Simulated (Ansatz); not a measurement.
Input and output of a self-consistent single point for Zn₃As₂ (Pn-3m, 10 atoms in the cell) (Ansatz, a program for electronic structure).

Level of theory: PBEsol, default PAW files made with PBE (plane waves; Ansatz).

The change in words: lattice scaled by 1.015. Reference geometry:
```yaml
crystal:
  lattice:
    - [5.95599, 0.00000, 0.00000]
    - [0.00000, 5.95599, 0.00000]
    - [0.00000, 0.00000, 5.95599]
  atoms:
    - { symbol: Zn, position: [0.00000, 0.50000, 0.50000] }
    - { symbol: Zn, position: [0.00000, 0.50000, 0.00000] }
    - { symbol: Zn, position: [0.50000, 0.00000, 0.50000] }
    - { symbol: Zn, position: [0.00000, 0.00000, 0.50000] }
    - { symbol: Zn, position: [0.50000, 0.50000, 0.00000] }
    - { symbol: Zn, position: [0.50000, 0.00000, 0.00000] }
    - { symbol: As, position: [0.25000, 0.25000, 0.25000] }
    - { symbol: As, position: [0.25000, 0.75000, 0.75000] }
    - { symbol: As, position: [0.75000, 0.75000, 0.25000] }
    - { symbol: As, position: [0.75000, 0.25000, 0.75000] }
```

Reference input (self-consistent single point, DFT, PBEsol, plane waves, default PAW files made with PBE): kpoints.mp_grid.grid = 4 4 4; hamiltonian.xc = pbesol; hamiltonian.pseudopotentials = {kind: paw} (the program's default PAW files); scf.occupations.method = methfessel_paxton; scf.occupations.width = 0.1 eV. This run's input differs from it in these lines:

Ansatz 0.2 input:
```diff
@@ -2,16 +2,16 @@
   lattice:
-    - [5.955990, 0.000000, 0.000000]
-    - [0.000000, 5.955990, 0.000000]
-    - [0.000000, 0.000000, 5.955990]
+    - [6.045330, 0.000000, 0.000000]
+    - [0.000000, 6.045330, 0.000000]
+    - [0.000000, 0.000000, 6.045330]
   atoms:
-    - { symbol: Zn, position_ang: [0.000000, 2.977995, 2.977995] }
-    - { symbol: Zn, position_ang: [0.000000, 2.977995, 0.000000] }
-    - { symbol: Zn, position_ang: [2.977995, 0.000000, 2.977995] }
-    - { symbol: Zn, position_ang: [0.000000, 0.000000, 2.977995] }
-    - { symbol: Zn, position_ang: [2.977995, 2.977995, 0.000000] }
-    - { symbol: Zn, position_ang: [2.977995, 0.000000, 0.000000] }
-    - { symbol: As, position_ang: [1.488997, 1.488997, 1.488997] }
-    - { symbol: As, position_ang: [1.488997, 4.466992, 4.466992] }
-    - { symbol: As, position_ang: [4.466992, 4.466992, 1.488997] }
-    - { symbol: As, position_ang: [4.466992, 1.488997, 4.466992] }
+    - { symbol: Zn, position_ang: [0.000000, 3.022665, 3.022665] }
+    - { symbol: Zn, position_ang: [0.000000, 3.022665, 0.000000] }
+    - { symbol: Zn, position_ang: [3.022665, 0.000000, 3.022665] }
+    - { symbol: Zn, position_ang: [0.000000, 0.000000, 3.022665] }
+    - { symbol: Zn, position_ang: [3.022665, 3.022665, 0.000000] }
+    - { symbol: Zn, position_ang: [3.022665, 0.000000, 0.000000] }
+    - { symbol: As, position_ang: [1.511332, 1.511332, 1.511332] }
+    - { symbol: As, position_ang: [1.511332, 4.533997, 4.533997] }
+    - { symbol: As, position_ang: [4.533997, 4.533997, 1.511332] }
+    - { symbol: As, position_ang: [4.533997, 1.511332, 4.533997] }
 kpoints:
```

Log, with long lists cut:

```
SCF iter   1: F=—  HF=-38936.495948 eV  |F-HF|=—  |Δ(HF+E_count)|=         —  Δρ=4.02e-3  dr2=3.43e-2  ethr=1.77e-3  ⟨swp⟩=5.9  Hψ=3178  notcnv=0  defer=7
all-band conjugate gradients solve this SCF's bands
preconditioner: auto → LDOS
SCF iter   2: F=—  HF=-38936.500835 eV  |F-HF|=—  |Δ(HF+E_count)|=   4.89e-3  S|Δr|=    0.00e0  Δρ=5.02e-3  dr2=2.89e-2  ethr=2.60e-5  ⟨swp⟩=2.0  Hψ=1649  notcnv=0  defer=62
   [... lines left out ...]
SCF iter   5: F=—  HF=-38936.484190 eV  |F-HF|=—  |Δ(HF+E_count)|=   1.03e-4  S|Δr|=    0.00e0  Δρ=4.42e-5  dr2=4.20e-6  ethr=1.36e-7  ⟨swp⟩=2.0  Hψ=1394  notcnv=0  defer=13
SCF iter   6: F=—  HF=-38936.484161 eV  |F-HF|=—  |Δ(HF+E_count)|=   2.90e-5  S|Δr|=    0.00e0  Δρ=1.07e-5  dr2=2.33e-7  ethr=3.18e-9  ⟨swp⟩=2.0  Hψ=1394  notcnv=0  defer=13
SCF iter   7: F=-38936.484161 eV  HF=-38936.484161 eV  |F-HF|=1.10e-8  |Δ(HF+E_count)|=   3.30e-7  S|Δr|=    0.00e0  Δρ=2.20e-6  dr2=9.40e-9  ethr=7.58e-11  ⟨swp⟩=9.7  Hψ=3781  notcnv=0
SCF 1 converged in 7 iterations: F = -38936.484161 eV  dr2 = 9.40e-9
Stability not checked (fill_not_monotonic)
Free energy (F): -38936.484161 eV
Internal energy: -38936.476456 eV  (E = F + TS)
E sigma→0 (E₀):  -38936.482235 eV
Entropy (-TS):   -0.007705 eV (-0.771 meV/atom)
Fermi energy:    7.352503 eV
--- Forces (eV/Å), atoms counted from 1 ---
  atom   1  Zn     0.00000000    -0.00000000    -0.00000000
   [... zero for the other atoms too ...]
--- Stress (GPa, compression-positive) ---
       -5.526567       0.000000       0.000000
       -0.000000      -5.526567       0.000000
       -0.000000       0.000000      -5.526567
  P = ⅓ Tr σ = -5.5266 GPa (-55.266 kbar)
  The stress holds the Pulay correction. Without it, at fixed plane waves, as pw.x and ABINIT print it: P = -5.5823 GPa
```

The run converged in 7 iterations. Against the reference run the free energy rises by 27.5 meV/atom and the pressure goes from -3.52 to -5.53 GPa.

The starting cell comes from a database of computed structures (which also holds hypothetical and non-ambient phases and stackings), without a prior relaxation at this level. For this run, on top of that: lattice scaled by 1.015. Ansatz's pressure includes its estimate of the finite-basis (Pulay) stress. The run gives no clean gap (levels at the Fermi energy touch, overlap or are partly filled at this smearing), which alone does not show that the compound is a metal.
